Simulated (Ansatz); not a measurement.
## AgInTe2: stress against strain

AgInTe2 (chalcopyrite, I-42d, 33.008 Å³/atom and stress up to 0.01 GPa in the relaxed cell, c along z) under a strain ε along c (axis z), the other axes held. PBEsol in Ansatz, a plane-wave DFT program (PAW, default set), 420 eV, 7×7×7 Γ-centred mesh, Fermi-Dirac smearing 0.05 eV; ions are relaxed, or left where forces stay under 0.02 eV/Å, within the symmetry of each cell. Stress is positive for a compressed cell.

Here s stands for strain and y for stress zz.

```
strain (%)  stress zz (GPa)
----------  ---------------
-3.00                     ?
-1.50                  0.86
-0.75                  0.42
0.00                   0.00
0.75                  -0.41
1.50                  -0.82
```

Taking a straight line for y over the 5 complete rows: Means: s 0, y 0.010. About the means, the sum of products is -3.1425 and the sum of squares of s is 5.6250; the slope is their ratio. Least squares gives y = 0.010 - 0.5587·s. Residuals (row less fit): 0.012, -0.009, -0.010, -0.001, 0.008; standard error 0.011 (degrees of freedom: 3). The slope gives the elastic constant C33 = 55.9 ± 0.5 GPa (± standard error of the fit, which holds the terms cut off).

Estimate the missing y (s = -3.00); what did the run itself give?

y = 0.010 - 0.5587 × (-3.00) = 1.686 GPa. The calculation gives 1.75 GPa, 0.064 GPa above the prediction (2.5 % of the range of y in the table). The row lies outside the fitted rows, so this is an extrapolation. From the scatter of the fitted rows alone, a prediction at this place has a standard error of 0.019 GPa, so the miss is 3.4 times that.

A polynomial of degree 2 through the 8 other runs of the series gives 1.75 there, so most of the miss is curvature that the fit leaves out. The start is a measured cell from the literature; how it stands against other phases or cation orders wasn't checked. Spin-orbit coupling is left out, which can shift these values for the heavy elements here. Rows are the converged runs of the series near zero and its far end; series whose fitted rows scatter by over a few per cent of the range, as at a crossing or softening among them, aren't shown in this form, nor equations of state whose B0' disagrees with the runs' pressures. Most that stay on the fit to the last digits aren't either.
